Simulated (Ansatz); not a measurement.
Results of PBE0 in Ansatz (PAW) for fluorite PbF2 (high-temperature phase).

Numerical settings: plane-wave cutoff 460 eV, 8×8×8 k mesh, Fermi–Dirac smearing 0.01 eV, scalar-relativistic PAW data made under PBE.

Pressure at four volumes; x = ln(V/17.527 Å³). One pressure is withheld.

```
V (Å³/atom)        x  P (GPa)
-----------  -------  -------
16.651       -0.0513        ?
17.191       -0.0194     1.54
17.527        0.0000     0.07
18.404        0.0488    -3.08
```

**Question.** Pass a parabola P(x) through the three rows shown, estimate the bulk modulus and its pressure derivative near zero pressure, and predict the withheld pressure.

**Answer.** Slopes between the rows: (0.07 − (1.54))/(0.0000 − (-0.0194)) = -75.77 and (-3.08 − (0.07))/(0.0488 − (0.0000)) = -64.55 GPa. Their difference over the span 0.0682 is c = 11.22/0.0682 = 164.5 GPa, so P(x) = 1.54 + (-75.77)(x − (-0.0194)) + 164.5 (x − (-0.0194))(x − (0.0000)). At the middle row B = −dP/dx = −[-75.77 + 164.5 × 0.0194] = 72.6 GPa, and B′ = dB/dP = 2c/B = 4.5. At x = -0.0513 the parabola gives 4.23 GPa; the run gives 4.27 GPa. The Birch–Murnaghan fit to the energies at all volumes has B0 = 72.1 GPa and B′ = 4.8.

Measured, for comparison: bulk modulus 64 GPa (temperature not stated, not corrected to a static lattice; as tabulated in Cadelano and Cappellini (2011), arXiv:1107.5962). Computed less measured: bulk modulus +13 %.

Spin–orbit coupling is not included; it can shift volumes and moduli of such heavy elements.

Ansatz is a quantum-chemistry and plane-wave program.
